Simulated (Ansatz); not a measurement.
**How the band gap of Lu₄Hf₃O₁₂ (model structure, started from the La4Ti3O12 type, R-3, No. 148, 19 atoms in the cell) moves with the method**

No measured value is used here.

```csv
level (code),value (eV)
LDA (Ansatz),?
PBEsol (Ansatz),?
PBEsol+SOC (Ansatz),4.23 (direct)
r²SCAN (Ansatz),4.94
r²SCAN+SOC (Ansatz),4.87 (direct)
HSE06 (Ansatz),6.06
```

Problem. Some entries are withheld; supply them.

Solution. 
- LDA (Ansatz, a first-principles code), value (eV): 4.21
- PBEsol (Ansatz), value (eV): 4.27

Computed values are for a static lattice. Levels without +SOC have no spin–orbit coupling; where heavier elements are present it shifts gaps, mostly down, and can invert bands.  PBEsol+SOC, r²SCAN+SOC: the gap is read on the k mesh or supercell of the run alone and can be too large. Values are at the PBEsol cell. Cutoffs and k meshes differ between the levels. Ansatz's density-functional and Hartree–Fock values are scalar-relativistic unless marked +SOC, with PAW data made under PBE.

A model structure was made by putting elements into a prototype or built by hand; it is no filed structure, need not be a known phase, and can be a saddle point held by its symmetry.
